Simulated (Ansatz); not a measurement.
Response to strain in GaN

Start from GaN in the wurtzite structure (space group P6_3mc, No. 186; a = 3.183 Å, c = 5.185 Å). Axes: x lies along a and z along c of the hexagonal cell.

Strains are applied to the cell and any free atomic positions relax.

Calculations: Kohn–Sham DFT with the PBEsol functional, run in Ansatz (a program for electronic structure) with PAW and 420 eV plane waves, spin-orbit coupling left out.

Notes on the quantities. pressure: mean of the normal stresses, compression positive.

```json
[
 {"case": "base", "electron mass": "0.16 mₑ along c, 0.17 mₑ across (at Γ)", "pressure": "0.00 GPa", "band gap": "1.88 eV", "width of the top valence band": "2.82 eV"},
 {"case": "uniaxial strain ε_zz = −3.00 %", "electron mass": "–", "pressure": "6.13 GPa", "band gap": "2.04 eV", "width of the top valence band": "2.95 eV"},
 {"case": "uniaxial strain ε_zz = −2.40 %", "electron mass": "0.17 mₑ along z, 0.18 mₑ across (at Γ)", "pressure": "4.83 GPa", "band gap": "2.02 eV", "width of the top valence band": "2.91 eV"},
 {"case": "uniaxial strain ε_zz = −1.80 %", "electron mass": "0.17 mₑ along z, 0.18 mₑ across (at Γ)", "pressure": "3.57 GPa", "band gap": "1.99 eV", "width of the top valence band": "2.88 eV"},
 {"case": "uniaxial strain ε_zz = −1.20 %", "electron mass": "0.16 mₑ along z, 0.18 mₑ across (at Γ)", "pressure": "___", "band gap": "___", "width of the top valence band": "___"},
 {"case": "uniaxial strain ε_zz = −0.60 %", "electron mass": "0.16 mₑ along z, 0.18 mₑ across (at Γ)", "pressure": "1.15 GPa", "band gap": "1.94 eV", "width of the top valence band": "2.82 eV"}
]
```

### Question
Some entries are withheld; estimate them.

### Answer

- uniaxial strain ε_zz = −1.20 %, pressure: 2.34 GPa
- uniaxial strain ε_zz = −1.20 %, band gap: 1.97 eV
- uniaxial strain ε_zz = −1.20 %, width of the top valence band: 2.84 eV

Masses are band curvatures over ±0.01 Å⁻¹ around the edge. Stability against distortions was not tested.
